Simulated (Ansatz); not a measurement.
## diamond: the defect Pb_C

Method: PBE, PAW (plane waves to 420 eV; Ansatz, a program for electronic structure). The supercell holds 64 host sites (2×2×2 repeats of a cell of 8 atoms), with a 2×2×2 shifted k-point sampling for the final energies. Site at the start: the C site. Energies of charged states are corrected for periodic images (point charge plus alignment at distant sites). Dielectric constants: PBE linear response of the host. Host gap at this level: 4.13 eV. A cell of this size leaves errors of a few tenths of an eV. Levels are measured in PBE's own, too narrow, gap. Spin–orbit coupling is left out, which matters for these heavy elements. Each state is the lowest found from its start.

Formation energies E_f are given with the Fermi level at the valence-band maximum. Chemical conditions: host crystal and elements as references (Δμ(C) = 0.14 eV, Δμ(Pb) = 0.00 eV; Pb taken from its element, since no compound that bounds it was computed at this level; only phases computed here count, gases as isolated molecules at 0 K). Reference phases: C: graphite, Pb: fcc Pb.

Charges with a result: +1, 0, −1. Others weren't obtained, and one of them could lie lower, also by skipping a charge.

| charge | moment (μB) | point group | largest move off a lattice site (Å) | image correction with alignment (eV) | E_f, host crystal and elements as references (eV) |
|---|---|---|---|---|---|
| +1† | 1.0 | – | 0.40 | 1.25 | – |
| 0 | not spin-polarised | Td | 0.38 | 0.00 | 17.73 |
| −1* | 1.0 | – | 0.39 | – | – |

* At this level the carrier isn't localised at the defect: at charge −1 electrons occupy the conduction band. Such a state is shallow or no state of the defect, and this cell gives it no level.

† Not settled in this cell, so no level is given: charge +1: a large or scattered potential alignment, level within 0.1 eV of a band edge or past it.

Point groups are those of the whole cell at tolerances of 0.03 and 0.1 Å ("near" where only the looser one holds); none is given for unsettled states.

Flagged in the runs: a doubtful potential alignment.

All states together cost around 70 core-minutes (rough).
